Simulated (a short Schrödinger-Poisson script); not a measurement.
Stack: gated Al0.33Ga0.67N/GaN polarisation-induced gas, at 20 K.

| layer | material | thickness (nm) | Na (cm⁻³) |
|---|---|---|---|
| 1 | Al0.33Ga0.67N | 15 | - |
| 2 | GaN | 6000 | 3e14 |

Constants are typed, rounded textbook-type inputs, not results; the design itself was drawn at random and stands for no fabricated device. Al0.33Ga0.67N: permittivity 9.3, conduction-band edge (eV) 0.462, gap (eV) 4.09, electron mass (mₑ) 0.24, Nv at 300 K (cm⁻³) 4.6e19. GaN: permittivity 9.5, conduction-band edge (eV) 0, gap (eV) 3.43, Nv at 300 K (cm⁻³) 4.6e19.

Channel valleys (confinement mass, in-plane density-of-states mass, number): Γ 0.2, 0.2, 1. At the gate the conduction-band edge of layer 1 lies 1.27 eV − eVg above the Fermi level of the channel; the field vanishes at the back. Sheet of polarisation charge: +1.6e13 e/cm² at 15 nm from the gate. The barrier under the gate holds no holes. Gaps are held at their typed values at every temperature. Mesh 0.08 nm at interfaces.

Solved with a short Schrödinger-Poisson script written for these runs: 1D Poisson equation in equilibrium, electrons quantum, Hartree (BenDaniel-Duke, 40 states a valley, the channel's in-plane mass for all, wave functions free to enter the barrier), parabolic valleys, classical holes, full ionisation, no traps, pinning or gate leakage.

The same stack at other levels of the model or other numerical settings:

| run | sheet density of all electrons at Vg = 0.5 V (cm⁻²) | sheet density of all electrons at Vg = -2.5 V (cm⁻²) | capacitance at Vg = 0.5 V (μF/cm²) | centroid of the channel electrons at Vg = 0.5 V (nm) | rough cost against the base |
|---|---|---|---|---|---|
| base | 1.34e13 | 3.87e12 | 0.522 | 1.74 | about 1 |
| electrons treated as classical, Boltzmann | 1.47e13 | 4.48e12 | 0.546 | 0.12 | 0.02 |
| electrons treated as classical, Fermi-Dirac | 1.34e13 | 4.01e12 | 0.508 | 1.51 | 0.1 |
| electrons treated as quantum, Hartree plus LDA exchange-correlation | 1.36e13 | 3.98e12 | 0.524 | 1.59 | 2 |
| mesh six times as coarse | 1.34e13 | 3.87e12 | 0.522 | 1.67 | 0.3 |
| one subband a valley | 1.34e13 | 3.87e12 | 0.518 | 1.42 | 0.4 |

The classical rows ignore confinement, and Boltzmann statistics overrate the density once the band edge passes the Fermi level.
